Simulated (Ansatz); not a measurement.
The starting structures come from a database of crystals and need not be the phases stable at ambient conditions.

Inside the gap of an insulator the Bloch states are evanescent, with a wavenumber k + iκ along the transport direction.

```
CELL_PARAMETERS angstrom
      3.77210     0.00000     0.00000
      1.88605     3.26673     0.00000
      1.88605     1.08891     7.93733
ATOMIC_POSITIONS crystal
  Ga 0.94851 0.94851 0.15446
  Ga 0.05112 0.05112 0.84665
  Se 0.23252 0.23252 0.30244
  Se 0.43387 0.43387 0.69840
```

The cell was relaxed by PBE-D3(BJ); by PBEsol it stands under a pressure of -0.8 GPa.

Transport runs along the normal of the first two printed cell vectors, the (001) plane of the conventional cell.

The gap is the functional's own. No spin-orbit coupling. Mid-gap values are those at the computed energy nearest the middle.

**Question.** Compute, with PBEsol (Ansatz, an electronic-structure program), the band gap and the smallest decay constant κ at mid-gap.

**Answer.** Gap 0.71 eV on a 10×10×10 mesh; κ = 0.059 1/Å, at the zone centre.
